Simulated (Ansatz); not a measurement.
The starting structures come from a database of crystals and need not be the phases stable at ambient conditions.

The decay constant κ of evanescent states in the gap governs leakage through a thin film.

Here is the system:

```yaml
crystal:
  lattice:
    - [4.00882, 0.00000, 0.00000]
    - [-2.00441, 6.64712, 0.00000]
    - [2.00441, 0.60442, 3.35169]
  atoms:
    - { symbol: Ga, position: [0.99511, 0.99267, 0.00244] }
    - { symbol: Ga, position: [0.00499, 0.50748, 0.49751] }
    - { symbol: P, position: [0.25005, 0.87507, 0.37498] }
    - { symbol: As, position: [0.24986, 0.37479, 0.87507] }
```

Space group of this cell: Cm. The cell is strained (lengths across the current scaled by 1.02, ions clamped); by r2SCAN its mean pressure is -2.9 GPa.

Transport runs along the normal of the first two printed cell vectors.

The gap is the functional's own, uncorrected, and κ follows it; spin-orbit coupling is left out. Mid-gap values are interpolated between the computed energies.

Task: Estimate the band gap and the smallest decay constant κ at mid-gap that r2SCAN (Ansatz, a quantum-chemistry and plane-wave program) returns for this system.

Result: Gap 1.13 eV on a 10×10×10 mesh; κ = 0.071 1/Å, at the zone centre.
